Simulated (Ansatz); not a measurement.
The reference is NbAs in the CsCl type structure (space group Pm-3m, No. 221; a = 3.181 Å; a hypothetical phase, not in the database extracts checked; relaxed with 0.1 eV smearing). Axes: x, y, z lie along the cube axes.

Computed with PBEsol, PAW, 420 eV (Ansatz, a program for electronic structure; no spin-orbit coupling).

Before the change:

| Item | Value |
|---|---|
| Pressure | 0.0 GPa |
| Band gap | zero |
| Volume per atom | 16.09 Å³ |

Now apply this change: biaxial strain +1.12 %, plane normal [001], relaxed out of plane (Cartesian); in-plane vectors clamped, the third vector and the atoms free.

### Question
What happens to the pressure, energy relative to the base, band gap and volume per atom?

### Answer
The pressure (mean of the normal stresses, compression positive) goes from zero to -2.8 GPa; the energy rises by 4.7 meV/atom; the band gap remains zero; the volume per atom grows by 0.26 Å³ to 16.35 Å³.

Stability against distortions was not tested. All final runs are without spin polarisation.
